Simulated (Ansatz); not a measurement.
What pressure 30 GPa does to Al2O3

Base system: Al₂O₃ in the corundum structure (space group R-3c, No. 167; a = 4.809 Å, c = 13.124 Å (hexagonal axes)).

It is then changed as follows: a hydrostatic pressure of 30 GPa.

Level of theory: PBE (Ansatz, a quantum-chemistry and plane-wave program), without spin-orbit coupling. k-mesh 8×8×8 (Γ-centred); smearing 0.05 eV (Fermi–Dirac).

| quantity | base | changed | shift |
|---|---|---|---|
| volume per atom | 8.76 Å³ | 7.88 Å³ | -0.88 Å³ |
| density | 3.87 g/cm³ | 4.30 g/cm³ | +0.43 g/cm³ |
| lattice parameter a | 9.087 bohr | 8.784 bohr | -0.303 bohr |
| c/a ratio | 2.729 | 2.718 | -0.011 |
| enthalpy H = E + PV relative to the base's energy | – | +1.55 eV/atom | – |
| band gap | 5.85 eV | 7.15 eV | +1.30 eV |
| gap character | direct at Γ | direct at Γ | – |
| width of the top valence band | 0.60 eV | 0.76 eV | +0.16 eV |
| electron mass | 0.38 mₑ along c, 0.36 mₑ across (at Γ) | 0.45 mₑ along c, 0.41 mₑ across (at Γ) | – |
| valence-band top at Γ (three highest levels, from the VBM) | 0.00, -0.03, -0.03 eV | 0.00, -0.11, -0.11 eV | – |

Final structure:

```
CELL_PARAMETERS angstrom
      2.32427     1.34192     4.21217
     -2.32427     1.34192     4.21217
      0.00000    -2.68384     4.21217
ATOMIC_POSITIONS crystal
  Al 0.35194 0.35194 0.35194
  Al 0.14806 0.14806 0.14806
  Al 0.64806 0.64806 0.64806
  Al 0.85194 0.85194 0.85194
  O  0.55716 0.94284 0.25000
  O  0.25000 0.55716 0.94284
  O  0.94284 0.25000 0.55716
  O  0.44284 0.05716 0.75000
  O  0.75000 0.44284 0.05716
  O  0.05716 0.75000 0.44284
```

Load acts through the strain it causes; cell and atoms are relaxed under it. Masses are band curvatures over ±0.01 Å⁻¹ around the edge. Stability against distortions was not tested. Competing high-pressure phases were not computed.
